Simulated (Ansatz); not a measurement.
## CuI: energy against volume

CuI (zinc blende, F-43m, 26.189 Å³/atom and stress up to 0.01 GPa in the relaxed cell, cube axes along x, y and z) under an equal strain ε along all three axes. PBEsol in Ansatz, a plane-wave DFT program (PAW, default set), 420 eV, 10×10×10 Γ-centred mesh, Fermi-Dirac smearing 0.05 eV; ions are relaxed, or left where forces stay under 0.02 eV/Å, within the symmetry of each cell. Against the start cell, which lies near the measured one, the relaxed cell differs by -5.4 % in volume; the values below rest on it.

Here V stands for volume and E for E less E0.

```
volume (Å³/atom)  E less E0 (meV/atom)  pressure (GPa)
----------------  --------------------  --------------
24.6490                          15.81            3.50
25.0282                           8.70            2.52
25.4112                           3.78            1.61
25.7982                           0.93            0.77
26.1891                           0.00            0.00
26.5839                           0.88           -0.71
26.9826                           3.48           -1.36
27.3854                           7.68           -1.96
27.7921                          13.37           -2.51
28.6175                              ?               ?
```

Q: Fit E against V with the third-order Birch-Murnaghan form, a cubic in V^(-2/3), and predict the withheld value at V = 28.6175.

A: With u = V^(-2/3) - 0.1134, the rows have u = 0.0046684, 0.0034728, 0.0022955, 0.0011356, -0.0000070, -0.0011325, -0.0022411, -0.0033338, -0.0044102. Least squares gives E = -0.003 + 9.3·u + 706148·u² + 3720634·u³. Residuals (row less fit): 0.001, -0.002, -0.004, 0.006, 0.003, -0.007, -0.001, 0.004, -0.001; standard error 0.005 (degrees of freedom: 5). Its minimum lies at u = -0.0000066, so V0 = (0.1133934)^(-3/2) = 26.19. There d²E/du² = 1412000 and d³E/du³ = 2.232e7, so B0 = (4/9) × 26.19^(-7/3) × 1412000 × 0.160218 = 49.4 GPa (the last factor turns the table's units into GPa), and B0' = 4 + (2/3) × 0.1133934 × (2.232e7)/1412000 = 5.2. B0' rests on the cubic coefficient alone and has a standard error of 0.1 from these residuals. At the withheld row, u = -0.0065161, so E = -0.003 + 9.3 × (-0.0065161) + 706148 × (-0.0065161)² + 3720634 × (-0.0065161)³ = 28.890 meV/atom. The calculation gives 28.87 meV/atom, 0.020 meV/atom below the prediction (0.1 % of the range of E in the table). The row lies outside the fitted rows, so this is an extrapolation. The scatter of the fitted rows lies at the last printed digit.

Spin-orbit coupling is left out, which can shift these values for the heavy elements here. Other structures, which can take over under pressure, weren't tried. The same form fitted to the pressure column gives B0' = 5.2; series where the two differ by over 0.4 aren't shown. Rows are the converged runs of the series near zero and its far end, less any whose ions stayed unrelaxed beside relaxed ones; series whose fitted rows scatter by over a few per cent of the range, as at a crossing or softening among them, aren't shown in this form.
